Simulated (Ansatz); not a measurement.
Cost against accuracy: kpoints.mp_grid.grid for TiSi2 (Cmcm, 6 atoms in the cell)

```xyz
6
Lattice="1.8038 -7.1187 0.0000 1.8038 7.1187 0.0000 0.0000 0.0000 3.5497" Properties=species:S:1:pos:R:3 pbc="T T T"
Si     1.8038    -6.2502     0.8874
Si     1.8038     6.2502     2.6622
Si     1.8038     3.5593     0.8874
Si     1.8038    -3.5593     2.6622
Ti     1.8038    -1.4807     0.8874
Ti     1.8038     1.4807     2.6622
```

Level of theory: PBE, harder PAW files (source: ansatz) (plane waves; Ansatz, a first-principles code).

Base settings: basis.ecutwfc = 54.4 Ry; kpoints.mp_grid.grid = 6 6 6; kpoints.mp_grid.shift = 0.5 0.5 0.5; hamiltonian.xc = pbe; hamiltonian.pseudopotentials = {kind: paw, source: ansatz}; scf.occupations.method = cold; scf.occupations.width = 0.0037 Ry.

Misses are taken against the tightest run, 18 18 18, which need not be fully converged itself. The energy is the free energy per atom.

The count of work is k-points × plane waves × bands × iterations; it is no time, and leaves out set-up, grids and terms that scale otherwise. Core times come from one kind of shared machine and are given to one figure; runs under 30 s give none.

The starting cell was generated: these elements placed on a structure prototype, without a prior relaxation; it need not be a known phase or ordering of this composition. Its lattice was rescaled by a random factor within 2.5 % of one. Spin polarisation is off. In the base run, with a pressure of about -6 GPa the cell is away from its equilibrium volume at this level. Ansatz's pressure includes its estimate of the finite-basis (Pulay) stress.

The runs (kpoints.mp_grid.grid): 1 1 1 | 2 2 2 | 3 3 3 | 4 4 4 | 5 5 5 | 6 6 6 | 8 8 8 | 9 9 9 | 10 10 10 | 12 12 12 | 15 15 15 | 18 18 18.

### Question
Which is the coarsest setting among those run that, with all tighter ones, holds the energy within 10 meV/atom of the reference, and what does it save?

### Answer
3 3 3, off by 3.9 meV/atom; it needs 0.0088 of the reference's count of work.

### Question
Which is the coarsest setting among those run that, with all tighter ones, holds the energy within 0.5 meV/atom of the reference, and what does it save?

### Answer
8 8 8, off by 0.34 meV/atom; it needs 0.099 of the reference's count of work.

### Question
What does the step from 2 2 2 to 3 3 3 buy?

### Answer
It takes the miss in the energy from 17 to 3.9 meV/atom, for 4.0 times the count of work.

```tsv
kpoints.mp_grid.grid	energy less reference (meV/atom)	pressure less reference (GPa)	largest difference in the force on any atom (eV/Å)	count of work / reference	core time / reference (rough)
1 1 1	345.39	-0.27	2.142	0.0014	–
2 2 2	-16.71	0.67	0.260	0.0022	–
3 3 3	3.86	-0.02	0.204	0.0088	–
4 4 4	-1.39	0.21	0.051	0.015	–
5 5 5	2.38	-0.06	0.021	0.030	–
6 6 6	1.64	0.05	0.011	0.044	–
8 8 8	0.34	0.00	0.024	0.099	–
9 9 9	-0.12	0.01	0.009	0.15	0.2
10 10 10	0.02	-0.01	0.012	0.19	0.2
12 12 12	0.11	0.00	0.016	0.31	0.3
15 15 15	-0.23	0.00	0.002	0.63	0.7
18 18 18	0.00	0.00	0.000	1.0	1
```

Left out of this page: 1 run of the series stopped by limits of time or memory.

Keys are those of Ansatz 0.2.
